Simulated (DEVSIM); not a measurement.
Device: Cr/Al2O3/n-In0.53Ga0.47As capacitor, at 250 K.

Layer 1 from the left is Al2O3, thickness (nm) 7.30. Layer 2 from the left is In0.53Ga0.47As, thickness (nm) 14000, Nd (cm⁻³) 8e13.

Metal gate on the left, work function 4.5 eV. Fixed charge at the semiconductor interface -3.3e11 cm⁻² (in units of +e); no interface traps.

Constants are typed, rounded textbook-type inputs, not results; the design itself was drawn at random and stands for no fabricated device. Values at 300 K; Nc and Nv go as T^1.5, mobilities as T to minus their exponent, the gap by Varshni's rule with the affinity fixed.

Al2O3: gap (eV) 6.8, affinity (eV) 1.35, permittivity 9. In0.53Ga0.47As: gap (eV) 0.74, affinity (eV) 4.51, permittivity 13.9, Nc (cm⁻³) 2.1e17, Nv (cm⁻³) 7.7e18, Varshni α (eV/K) 0.00035, Varshni β (K) 190.

**Question.** Estimate by hand the flat-band voltage, the threshold voltage, and compare with a numerical solution.

**Answer.** 
- Flat-band voltage: C = 1.09 μF/cm², work-function difference -0.174 V; VFB = φms − qNf/C = -0.13 V; numerical -0.13 V.
- Threshold voltage: φF = 0.175 V, depletion charge √(4εqNφF) = 3.32e-9 C/cm²; VT = VFB − 2φF − Qd/C = -0.48 V; numerical -0.48 V.

Simulated with DEVSIM: 1D Poisson equation in equilibrium, Boltzmann statistics, complete ionisation; no quantum confinement or tunnelling. Metal contacts follow the ideal Schottky-Mott rule: no Fermi-level pinning, no interface dipoles.
